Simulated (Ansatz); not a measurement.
Reference: MgLa (Pm-3m), PBEsol, DFPT electron-phonon coupling, linearised Boltzmann equation (plane waves, PAW, scalar-relativistic; Ansatz, a program for electronic structure); geometry: relaxed with this functional, without spin-orbit coupling.

```
LaMg
1.0
    3.90884     0.00000     0.00000
    0.00000     3.90884     0.00000
    0.00000     0.00000     3.90884
La Mg
1 1
Cartesian
  1.95442   1.95442   1.95442
  0.00000   0.00000   0.00000
```

- resistivity at 300 K: 41 μΩ·cm
- mean free path at 300 K: 3.8 nm

Swap La for Sc, keeping the structure type. How do these values move?

MgSc (Pm-3m): volume per atom 29.9 to 22.6 Å³; resistivity at 300 K falls (41 μΩ·cm to 27 μΩ·cm); mean free path at 300 K stays about the same (3.8 nm to 4.2 nm).

Replace La by Tl on the same sites and relax. What happens?

MgTl (Pm-3m): volume per atom 29.9 to 23.6 Å³; resistivity at 300 K falls (41 μΩ·cm to 9.3 μΩ·cm); mean free path at 300 K rises (3.8 nm to 10.2 nm).

Replace Mg by Tl on the same sites and relax. What happens?

LaTl (Pm-3m): volume per atom 29.9 to 30.1 Å³; resistivity at 300 K rises (41 μΩ·cm to 69 μΩ·cm); mean free path at 300 K rises (3.8 nm to 4.8 nm).

Moves up to 17 % count as about the same. Metals; harmonic phonons alone scatter; means over directions. The mean free path is weighted by the current that each state carries. Halving the electron mesh moves these values by up to 12 %; q meshes are mostly untested. Some of the runs warned that the eigensolver left states short of its tolerance. Spin-orbit coupling is left out.

Formula and space group known from diffraction (Crystallography Open Database), not checked to be the room-temperature form: LaTl (Pm-3m), MgLa (Pm-3m), MgTl (Pm-3m). Computed structure with no diffraction record at hand here (it may be known, metastable or hypothetical): MgSc (Pm-3m). The missing spin-orbit coupling matters most for LaTl (Pm-3m), MgTl (Pm-3m).
